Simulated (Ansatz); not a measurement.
**Response to strain in SnO**

Base system: SnO (space group P4/nmm, No. 129; a = 3.767 Å, c = 4.557 Å; layered, stacked along the Cartesian z axis; relaxed with 0.1 eV smearing). Axes: x, y, z lie along a, b, c of the conventional cell.

Strains are applied to the cell and any free atomic positions relax; under biaxial strain the out-of-plane vector relaxes too; under stress the whole cell relaxes.

Computed with PBEsol-D3(BJ) (Ansatz, a first-principles code; PAW; 420 eV plane waves; without spin-orbit coupling), earlier PAW set.

```json
[
 {"variant": "base", "shortest interatomic distance": "2.210 Å", "space group": "P4/nmm (No. 129)"},
 {"variant": "biaxial strain −1.36 %, plane normal [001], relaxed out of plane", "shortest interatomic distance": "2.198 Å", "space group": "P4/nmm (No. 129)"},
 {"variant": "isotropic strain +1.19 %", "shortest interatomic distance": "2.223 Å", "space group": "P4/nmm (No. 129)"},
 {"variant": "uniaxial stress, 1 GPa compression along x", "shortest interatomic distance": "2.189 Å", "space group": "Pmmn (No. 59)"}
]
```

Stability under load was not tested beyond the relaxation. All final runs are without spin polarisation.
